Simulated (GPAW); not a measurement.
Worked example: self-consistent single point of ZnCu2SnS4 (I-4, 8 atoms in the cell) in GPAW

Level of theory: PBE, GPAW PAW datasets PBE (gpaw-data 1.0.1) (plane waves; GPAW).

The input file:

```python
from ase import Atoms
from ase.units import GPa
from gpaw import GPAW, PW, FermiDirac

atoms = Atoms(['Zn', 'Cu', 'Cu', 'Sn', 'S', 'S', 'S', 'S'],
              cell=[[-2.713801, 2.713801, 5.428526],
                    [2.713801, -2.713801, 5.428526],
                    [2.713801, 2.713801, -5.428526]],
              scaled_positions=[[0.750000, 0.250000, 0.500000],
                                [0.000000, 0.000000, 0.000000],
                                [0.250000, 0.750000, 0.500000],
                                [0.500000, 0.500000, 0.000000],
                                [0.364320, 0.371240, 0.477580],
                                [0.628760, 0.106340, 0.993080],
                                [0.893660, 0.886740, 0.522420],
                                [0.113260, 0.635680, 0.006920]],
              pbc=True)

calc = GPAW(mode=PW(800),
            xc='PBE',
            kpts={'size': (4, 4, 4), 'gamma': True},
            occupations=FermiDirac(0.1),
            nbands=-6,
            convergence={'forces': 0.001, 'bands': -4},
            symmetry={'symmorphic': False, 'tolerance': 0.0005},
            maxiter=120,
            txt='-')

atoms.calc = calc

energy = atoms.get_potential_energy()
print('Energy (eV):', round(energy, 6))
forces = atoms.get_forces()
print('Forces (eV/Ang):')
print(forces.round(5))
stress = atoms.get_stress()
print('Stress (GPa, Voigt):', (stress / GPa).round(4))
```

Log, with long lists cut:

```
Input parameters:
  convergence: {bands: -4,
                forces: 0.001}
  kpts: {gamma: True,
         size: (4, 4, 4)}
  maxiter: 120
  mode: {ecut: 800.0,
         name: pw}
  nbands: -6
  occupations: {fixmagmom: False,
                name: fermi-dirac,
                width: 0.1}
  symmetry: {symmorphic: False,
             tolerance: 0.0005}
  xc: PBE

species:
  Zn:
    name: Zinc
    Z: 30.0
    valence: 12
    core: 18
    charge: 0.0
    file: Zn.PBE.gz

    # Using partial waves for Zn as LCAO basis

  Cu:
    name: Copper
    Z: 29.0
    valence: 11
    core: 18
    charge: 0.0
    file: Cu.PBE.gz

    # Using partial waves for Cu as LCAO basis

  Sn:
    name: Tin
    Z: 50.0
    valence: 14
    core: 36
    charge: 0.0
    file: Sn.PBE.gz

    # Using partial waves for Sn as LCAO basis

  S:
    name: Sulfur
    Z: 16.0
    valence: 6
    core: 10
    charge: 0.0
    file: S.PBE.gz

    # Using partial waves for S as LCAO basis

Reference energy: -350345.403232  # eV

Spin-paired calculation

Convergence criteria:
 Maximum [total energy] change in last 3 cyles: 0.0005 eV / valence electron
 Maximum integral of absolute [dens]ity change: 0.0001 electrons / valence electron
 Maximum integral of absolute [eigenst]ate change: 4e-08 eV^2 / valence electron
 Maximum change in the atomic [forces] across last 2 cycles: 0.001 eV/Ang OR
Maximum error relative to the maximum force is below inf
 Maximum number of scf [iter]ations: 120

Symmetries present (total): 4
Symmetries with fractional translations: 0
64 k-points: 4 x 4 x 4 Monkhorst-Pack grid + [1/8,1/8,1/8]
14 k-points in the irreducible part of the Brillouin zone
       k-points in crystal coordinates                weights
   0:     0.00000000    0.00000000    0.00000000          1/64
   1:     0.25000000   -0.25000000    0.00000000          4/64
   2:     0.25000000   -0.25000000    0.25000000          4/64
   [... 7 lines left out ...]
          ...
  13:     0.50000000    0.50000000    0.50000000          1/64

Wave functions: Plane wave expansion
  Cutoff energy: 800.000 eV
  Number of coefficients (min, max): 8178, 8249
  Pulay-stress correction: 0.000000 eV/Ang^3 (de/decut=0.000000)

Occupation numbers: Fermi-Dirac:
  width: 0.1000  # eV

Eigensolver

Densities:
  Coarse grid: 45*45*45 grid
  Fine grid: 90*90*90 grid
  Total Charge: 0.000000

Density mixing:
  Method: separate
  Backend: pulay
  Linear mixing parameter: 0.05
  old densities: 5
  Damping of long wavelength oscillations: 50

Hamiltonian:
  XC and Coulomb potentials evaluated on a 90*90*90 grid
  External potential:
    NoExternalPotential

XC parameters: PBE with 2 nearest neighbor stencil

Number of atoms: 8
Number of atomic orbitals: 52
Number of bands in calculation: 42
Number of valence electrons: 72
Bands to converge: 38

Density initialized from atomic densities
  42 bands from LCAO basis set

Atomic positions and initial magnetic moments

Positions:
   0 Zn     0.000000    2.713801    2.714263    ( 0.0000,  0.0000,  0.0000)
   1 Cu     0.000000    0.000000    0.000000    ( 0.0000,  0.0000,  0.0000)
   2 Cu     2.713801    0.000000    2.714263    ( 0.0000,  0.0000,  0.0000)
   3 Sn     0.000000    0.000000    5.428526    ( 0.0000,  0.0000,  0.0000)
   4 S      1.314837    1.277278    1.400451    ( 0.0000,  0.0000,  0.0000)
   5 S      1.277278    4.112765   -1.400451    ( 0.0000,  0.0000,  0.0000)
   6 S      1.398964    1.436523    6.828977    ( 0.0000,  0.0000,  0.0000)
   7 S      1.436523   -1.398964    4.028075    ( 0.0000,  0.0000,  0.0000)

Unit cell:
           periodic     x           y           z      points  spacing
  1. axis:    yes   -2.713801    2.713801    5.428526    45     0.1079
  2. axis:    yes    2.713801   -2.713801    5.428526    45     0.1079
  3. axis:    yes    2.713801    2.713801   -5.428526    45     0.0853

  Lengths:   6.648182   6.648182   6.648182
  Angles:  131.816131 131.816131  70.519584

Effective grid spacing dv^(1/3) = 0.1206

     iter     time        total  log10-change:
                         energy   eigst   dens  force
iter:   1 --:--:--   -34.503420   +0.64
iter:   2 --:--:--   -34.168400   -0.28  -1.25
iter:   3 --:--:--   -33.237259   -0.99  -1.26
iter:   4 --:--:--   -32.865628   -1.29  -1.35
iter:   5 --:--:--   -32.833952   -1.44  -1.52
iter:   6 --:--:--   -34.536713   -0.75  -1.77
iter:   7 --:--:--   -32.812243   -0.59  -1.56
iter:   8 --:--:--   -32.801036   -1.94  -2.16
iter:   9 --:--:--   -32.796636c  -1.96  -2.45
iter:  10 --:--:--   -32.786542c  -3.30  -2.46
iter:  11 --:--:--   -32.767591c  -2.19  -2.50
iter:  12 --:--:--   -32.770062c  -2.64  -2.73
iter:  13 --:--:--   -32.761760c  -2.88  -2.77
iter:  14 --:--:--   -32.761242c  -4.39  -3.19
iter:  15 --:--:--   -32.761052c  -4.79  -3.23
iter:  16 --:--:--   -32.761093c  -5.11  -3.31
iter:  17 --:--:--   -32.761060c  -5.82  -3.48
iter:  18 --:--:--   -32.761253c  -4.83  -3.54
iter:  19 --:--:--   -32.761089c  -5.21  -3.71
iter:  20 --:--:--   -32.761081c  -6.25  -4.17c
iter:  21 --:--:--   -32.761071c  -6.53  -4.30c
iter:  22 --:--:--   -32.761068c  -6.98  -4.35c
iter:  23 --:--:--   -32.761080c  -6.67  -4.41c
iter:  24 --:--:--   -32.761078c  -7.42c -4.73c
iter:  25 --:--:--   -32.761073c  -7.37  -4.84c
iter:  26 --:--:--   -32.761074c  -8.57c -4.89c -3.04c

Converged after 26 iterations.

Dipole moment: (-0.796030, 0.796030, -0.000000) |e|*Ang

Energy contributions relative to reference atoms: (reference = -350345.403232)

Kinetic:        +23.336916
Potential:      -24.495606
External:        +0.000000
XC:             -32.094700
Entropy (-ST):   -0.011535
Local:           +0.498083
SIC:             +0.000000
--------------------------
Free energy:    -32.766842
Extrapolated:   -32.761074

Showing only first 2 kpts
 Kpt  Band  Eigenvalues  Occupancy
  0    34      5.39097    1.85201
  0    35      5.45412    1.73873
  0    36      5.61829    1.12614
  0    37      7.40315    0.00000

  1    34      4.88035    1.99903
  1    35      5.25414    1.96013
  1    36      6.62573    0.00011
  1    37      8.32828    0.00000

Fermi level: 5.64365

No gap
No difference between direct/indirect transitions
Energy (eV): -32.761074

Forces in eV/Ang:
  0 Zn    0.00000    0.00000    0.00000
  1 Cu    0.00000    0.00000    0.00000
  2 Cu    0.00000    0.00000    0.00000
  3 Sn    0.00000    0.00000    0.00000
  4 S    -0.04912   -0.03615    0.06082
  5 S    -0.03615    0.04912   -0.06082
  6 S     0.04912    0.03615    0.06082
  7 S     0.03615   -0.04912   -0.06082

Stress tensor:
    -0.011768     0.000000     0.000000
     0.000000    -0.011768     0.000000
     0.000000     0.000000    -0.011682
Stress (GPa, Voigt): [-1.8854 -1.8854 -1.8716  0.      0.      0.    ]
```

The run converged in 26 iterations. GPAW prints stress with tension positive.

The starting cell comes from a database of computed structures (which also holds hypothetical and non-ambient phases and stackings), without a prior relaxation at this level. Its lattice was rescaled by a random factor within 2.5 % of one. Spin polarisation is off. The run gives no clean gap (levels at the Fermi energy touch, overlap or are partly filled at this smearing), which alone does not show that the compound is a metal.

Cost on one core of a shared machine: roughly 5 min.
